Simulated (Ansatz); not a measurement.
**Se_Ge in germanium**

The numbers are results of PBE, PAW (plane waves to 420 eV; Ansatz, a quantum-chemistry and plane-wave program), not measurements. Set-up: 64-site cell; 2×2×2 shifted k-points; start: the Ge site; the functional closes the host's gap; not converged in cell size.

Neighbours after relaxation, in Å: of the Se atom: Ge 2.63, Ge 2.63, Ge 2.63, Ge 2.63.

Formation energies E_f are those of the neutral cell. Chemical conditions: impurity bounded by its compound with the host (Δμ(Ge) = 0.00 eV, Δμ(Se) = -0.46 eV, bounded by orthorhombic GeSe; only phases computed here count, gases as isolated molecules at 0 K). Reference phases: Ge: germanium, Se: trigonal Se.

```json
[
 {"charge": "0", "moment (μB)": "not spin-polarised", "point group": "Td", "largest move off a lattice site (Å)": "0.14", "E_f, impurity bounded by its compound with the host (eV)": "1.07"}
]
```

Point groups are those of the whole cell at tolerances of 0.03 and 0.1 Å ("near" where only the looser one holds); none is given for unsettled states.

All states together cost roughly 40 core-minutes.
